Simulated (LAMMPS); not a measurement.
MD from the melt across the composition of Al (fcc) with a share x of Al sites Cu; each row has its own temperature.

Level of theory: classical MD, pair style eam/alloy, file AlCu.eam.alloy (LAMMPS).

```tsv
x	volume	state	enthalpy	self-diffusion coefficient of Al (not corrected for cell size)	T (K)
0.1	19.874 ± 0.004 Å³/atom	liquid	-2.9060 ± 0.0003 eV/atom	(1.49 ± 0.01) × 10^-4 cm²/s	1370
0.25	18.508 ± 0.001 Å³/atom	liquid	-2.9867 ± 0.0002 eV/atom	(1.29 ± 0.01) × 10^-4 cm²/s	1450
0.5	16.786 ± 0.003 Å³/atom	liquid	-3.0493 ± 0.0002 eV/atom	(9.8 ± 0.4) × 10^-5 cm²/s	1600
0.75	15.556 ± 0.003 Å³/atom	liquid	-3.0028 ± 0.0003 eV/atom	(8.6 ± 0.2) × 10^-5 cm²/s	1750
0.9	15.052 ± 0.004 Å³/atom	liquid	-2.9097 ± 0.0004 eV/atom	(9.3 ± 0.3) × 10^-5 cm²/s	1840
```

Caution: a run this short can hold a crystal over, or a liquid under, the potential's own melting point, which these runs don't give.

States go by the mean squared displacement: a species diffuses where it passes 1.5 Å², still rises and gives D over 1e-6 cm²/s; a crystal has left its structure where atoms lie 0.35 Å off their sites on average or a cubic box changes its shape by 3 %, or the axial ratios of another lie 8 % off the starting cell's, which the potential's own relaxation can also do.

Errors of D are the spread over four groups of atoms in one short run; a floor of about 5 %, a picked value, is safer.

The ± values are statistical; the model's systematic error is not in them.
